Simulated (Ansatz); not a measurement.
The parent structure is Ru in the hcp (Mg type) structure (space group P6_3/mmc, No. 194; a = 2.691 Å, c = 4.249 Å; relaxed with 0.1 eV smearing). Axes: x lies along a and z along c of the hexagonal cell.

Level of theory: Kohn–Sham DFT with the PBEsol functional, run in Ansatz (a first-principles code) with PAW and 420 eV plane waves, scalar-relativistic without spin-orbit coupling.

Strains are applied to the cell and any free atomic positions relax.

One change was made to it. Results:

```json
[
 {"quantity": "energy relative to the base (free energy F)", "base": "0 meV/atom", "after": "+9.9 meV/atom"},
 {"quantity": "pressure (mean of the normal stresses, compression positive)", "base": "0.0 GPa", "after": "0.4 GPa"},
 {"quantity": "shortest interatomic distance", "base": "2.632 Å", "after": "2.596 Å"}
]
```

Task: What was done to the base?
(A) tensor shear ε_xz = +0.86 %
(B) tensor shear ε_xz = +1.71 %
(C) tensor shear ε_xz = +1.14 %

Result: B, tensor shear ε_xz = +1.71 %. For comparison, the energy relative to the base in the other runs: tensor shear ε_xz = +0.86 % gives +2.5 meV/atom; tensor shear ε_xz = +1.14 % gives +4.4 meV/atom.

Stability against distortions was not tested. The final runs are not spin-polarised.
